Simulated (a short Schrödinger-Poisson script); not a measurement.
Gated Al0.25Ga0.75As/GaAs δ-doped gas

System: gated Al0.25Ga0.75As/GaAs δ-doped gas, at 77 K.

| layer | material | thickness (nm) | Na (cm⁻³) |
|---|---|---|---|
| 1 | Al0.25Ga0.75As | 10 | - |
| 2 | Al0.25Ga0.75As | 20 | - |
| 3 | GaAs | 6000 | 3e14 |

Constants are typed, rounded textbook-type inputs, not results; the design itself was drawn at random and stands for no fabricated device. Al0.25Ga0.75As: permittivity 12.19, conduction-band edge (eV) 0.198, gap (eV) 1.736, electron mass (mₑ) 0.0878, Nv at 300 K (cm⁻³) 9e18. GaAs: permittivity 12.9, conduction-band edge (eV) 0, gap (eV) 1.424, Nv at 300 K (cm⁻³) 9e18.

Channel valleys (confinement mass, in-plane density-of-states mass, number): Γ 0.067, 0.067, 1. At the gate the conduction-band edge of layer 1 lies 0.95 eV − eVg above the Fermi level of the channel; the field vanishes at the back. Sheet of ionised δ-doping: +2.5e12 e/cm² at 10 nm from the gate. The barrier under the gate holds no holes. Gaps are held at their typed values at every temperature. Mesh 0.08 nm at interfaces.

Solved with a short Schrödinger-Poisson script written for these runs: 1D Poisson equation in equilibrium, electrons quantum, Hartree plus LDA exchange-correlation (BenDaniel-Duke, 40 states a valley, the channel's in-plane mass for all, wave functions free to enter the barrier), parabolic valleys, classical holes, full ionisation, no traps, pinning or gate leakage.

```csv
Vg (V),electrons (cm⁻²),in the channel layer,C (μF/cm²),Γ E0 (meV),Γ E1 (meV)
0.5,1.36e11,1.34e11,0.279,0.2,20.2
0.45,5.30e10,5.26e10,0.245,8.0,25.6
0.4,1.58e9,1.57e9,0.0409,32.3,47.8
```

Gate voltages with under 1e6 electrons/cm² are left out.

Subbands count from the Fermi level.
